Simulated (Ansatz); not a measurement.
Band structure of CaCo2Si2 (I4/mmm, 5 atoms in the cell).

```
Ca(CoSi)2
1.0
   -1.93445     1.93445     4.93677
    1.93445    -1.93445     4.93677
    1.93445     1.93445    -4.93677
Ca Co Si
1 2 2
Cartesian
  0.00000   0.00000   0.00000
  1.93445   0.00000   2.46838
  0.00000   1.93445   2.46838
  0.00000   0.00000   6.25735
  0.00000   0.00000   3.61618
```

Level of theory: LDA (PW92), PAW files made with PBE (plane waves; Ansatz, a quantum-chemistry and plane-wave program).

Settings: basis.ecutwfc = 420 eV; kpoints.mp_grid.grid = 8 8 8; hamiltonian.xc = lda; hamiltonian.pseudopotentials = {kind: paw} (the program's default PAW files); scf.occupations.method = fermi_dirac; scf.occupations.width = 0.1 eV; kpoints.band_path.npoints = 8.

The starting cell comes from a database of computed structures (which also holds hypothetical and non-ambient phases and stackings), without a prior relaxation at this level. Its lattice was rescaled by a random factor within 2.5 % of one. Spin polarisation is off.

Levels in eV from the Fermi level, bands 23 to 30:
```csv
point,23,24,25,26,27,28,29,30
Γ,-0.86,-0.76,-0.33,-0.33,-0.13,0.91,2.85,2.85
X,-1.83,-1.07,-0.96,-0.94,-0.58,0.29,0.42,3.01
Y,-1.87,-1.17,-0.96,-0.83,-0.20,0.30,0.60,3.00
S,-1.53,-1.45,-1.38,0.65,0.69,0.95,3.14,3.43
Z,-0.74,-0.18,-0.18,-0.13,0.94,1.74,3.83,3.93
S1,-1.53,-1.45,-1.38,0.65,0.69,0.95,3.14,3.43
N,-1.60,-1.58,-1.12,-0.61,0.99,2.06,2.24,3.24
P,-1.92,-0.95,-0.95,-0.87,-0.87,0.38,0.38,2.74
Y1,-1.87,-1.17,-0.96,-0.83,-0.20,0.30,0.60,3.00
```

Bands cross the Fermi level along this path, so the cell is metallic at this level.

Keys are those of Ansatz 0.2.
